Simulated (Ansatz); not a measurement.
LiH (model structure, within 0.1 Å of P6₃/mmc, No. 194, 4 atoms in the cell)

Method: r²SCAN+rVV10 (plane waves, PAW; Ansatz, an electronic-structure program).

Run with plane-wave cutoff 560 eV, 12×12×8 k mesh (along the axes of the cell as run), Fermi–Dirac smearing 0.01 eV, scalar-relativistic PAW data made under PBE.

Cell (relaxed at this level):

Space group P6₃/mmc (No. 194); a = b = 3.2482 Å, c = 4.0596 Å, α = β = 90.00°, γ = 120.00°

```
atom  site  symmetry       x       y       z
----  ----  --------  ------  ------  ------
Li      2c      -6m2  0.3333  0.6667  0.2500
H       2d      -6m2  0.6667  0.3333  0.2500
```

| Item | Result |
|---|---|
| band gap | 2.28 eV (on the SCF k mesh) |

The computed numbers hold no vibrational or temperature effects.

It cost very roughly 110 core-seconds of CPU time.

A model structure was made by putting elements into a prototype or built by hand; it is no filed structure, need not be a known phase, and can be a saddle point held by its symmetry.
